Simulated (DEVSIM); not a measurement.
Device: TaN/La2O3/n-Ge capacitor, at 250 K.

| layer (left to right) | material | thickness (nm) | Nd (cm⁻³) |
|---|---|---|---|
| 1 | La2O3 | 11.0 | - |
| 2 | Ge | 1600 | 1.3e17 |

Metal gate on the left, work function 4.4 eV. Fixed charge at the semiconductor interface 2.6e11 cm⁻² (in units of +e); no interface traps.

The device is made up for the run: typed textbook-type constants, with dimensions and the other settings drawn at random. Values at 300 K; Nc and Nv go as T^1.5, mobilities as T to minus their exponent, the gap by Varshni's rule with the affinity fixed.

| parameter | La2O3 | Ge |
|---|---|---|
| gap (eV) | 5.8 | 0.664 |
| affinity (eV) | 1.8 | 4 |
| permittivity | 27 | 16 |
| Nc (cm⁻³) | - | 1.04e19 |
| Nv (cm⁻³) | - | 6e18 |
| Varshni α (eV/K) | - | 0.000477 |
| Varshni β (K) | - | 235 |

Model (solved in DEVSIM): 1D Poisson equation in equilibrium, Boltzmann statistics, complete ionisation; no quantum confinement or tunnelling. Metal contacts follow the ideal Schottky-Mott rule: no Fermi-level pinning, no interface dipoles.

The La2O3 thickness was swept, all else fixed.

```
La2O3 thickness (μm)  threshold voltage (band bending 2φF) (V)  minimum of the low-frequency capacitance (μF/cm²)  capacitance of the dielectric stack (μF/cm²)  flat-band voltage (V)
--------------------  ----------------------------------------  -------------------------------------------------  --------------------------------------------  ---------------------
0.0044                                                     [?]                                              0.187                                          5.43                   0.30
0.006                                                    -0.26                                              0.187                                          3.98                   0.30
0.0077                                                   -0.28                                              0.182                                          3.10                   0.30
0.0093                                                   -0.29                                              0.180                                          2.57                   0.30
0.011                                                    -0.31                                              0.178                                          2.17                   0.29
0.013                                                    -0.32                                              0.175                                          1.84                   0.29
```

Complete the blanks.


- 0.0044, threshold voltage (band bending 2φF) (V): -0.25
